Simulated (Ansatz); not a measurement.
The parent structure is GaN in the wurtzite structure (space group P6_3mc, No. 186; a = 3.152 Å, c = 5.138 Å). Axes: x lies along a and z along c of the hexagonal cell.

Calculations: Kohn–Sham DFT with the LDA functional, run in Ansatz (a program for electronic structure) with PAW and 420 eV plane waves, no spin-orbit coupling.

Before the change:

```
Property                             Result
---------------------  --------------------
Valence-band top at Γ  0.00, 0.00, -0.05 eV
Pressure                           0.00 GPa
```

It is then changed as follows: compressive biaxial strain of 0.60 % in the plane normal to [001], as in epitaxy on a mismatched substrate; the out-of-plane cell vector and the atoms relax.

Q: Estimate the effect on the out-of-plane strain.

A: The out-of-plane strain is +0.30 %.

Q: What happens to the valence-band top at Γ?

A: The valence-band top at Γ (three highest levels, from the VBM) changes from 0.00, 0.00, -0.05 eV to 0.00, 0.00, -0.11 eV.

Q: What does the calculation give for the pressure after the change?

A: The pressure (mean of the normal stresses, compression positive) goes from zero to 1.87 GPa.

The levels and masses belong to the bands next to the band gap. Stability against distortions was not tested.
